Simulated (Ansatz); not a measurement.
The starting structures come from a database of crystals and need not be the phases stable at ambient conditions.

 Where the default PAW files enter, the runs use the earlier of Ansatz's two default sets.

By PBEsol, the system below comes out a metal.

Without scattering a metal conducts by its projected Fermi surface.

Here is the system:

```
CELL_PARAMETERS angstrom
      4.04887     0.00000     0.00000
     -2.02443     3.50642     0.00000
      0.00000     0.00000     5.16333
ATOMIC_POSITIONS crystal
  Si 0.33333 0.66667 0.19911
  Si 0.66667 0.33333 0.80089
  Rh 0.33333 0.66667 0.67364
  Rh 0.66667 0.33333 0.32636
  Rh 0.00000 0.00000 0.00000
```

Space group of this cell: P-3m1. The cell is strained (all lengths scaled by 1.02); by PBEsol its mean pressure is -14.1 GPa.

The current flows along the normal of the first two printed cell vectors, the (001) plane of the conventional cell. No spin-orbit coupling; the value is a mean over 0.1 eV about the Fermi level.

Task: Predict the ballistic conductance per area from PBEsol (Ansatz, a program for electronic structure).

Result: 0.48 × 10¹⁵ S/m² for both spins.
